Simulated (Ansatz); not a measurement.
Functionals compared on the (21-33) surface of hcp Tl in its 1x1 cell, outermost plane spacing 0.17 Å in the ideal cut, in Ansatz (plane waves, PAW). The structure was relaxed with PBE; the other rows are single points on it, each with its references at the same level. Cutoff 420 eV (500 eV for r2SCAN).

Model: 22-atom slab, 10.1 Å thick at the start (thin: gaps and levels are the slab's own), 6x4x1 mesh, Fermi-Dirac 0.1 eV, dipole correction, all atoms relaxed; start symmetry kept, larger cells not searched; no spin, no spin-orbit, no U. These notes are the PBE run's.

```json
[
 {"functional": "PBE", "surface energy (J/m²)": "0.28", "work function of the top face (eV)": "3.51", "rough cost of the single point": "–"},
 {"functional": "LDA", "surface energy (J/m²)": "___", "work function of the top face (eV)": "___", "rough cost of the single point": "roughly 5 core-minutes"},
 {"functional": "PBEsol", "surface energy (J/m²)": "0.39", "work function of the top face (eV)": "3.59", "rough cost of the single point": "about 5 core-minutes (a rough figure)"},
 {"functional": "RPBE", "surface energy (J/m²)": "0.18", "work function of the top face (eV)": "3.35", "rough cost of the single point": "very roughly 6 core-minutes"},
 {"functional": "r2SCAN", "surface energy (J/m²)": "0.36", "work function of the top face (eV)": "3.52", "rough cost of the single point": "around 10 core-minutes (rough)"}
]
```

### Question
What belongs in the gaps?

### Answer

- LDA, surface energy (J/m²): 0.45
- LDA, work function of the top face (eV): 3.84

Ansatz is an electronic-structure program.
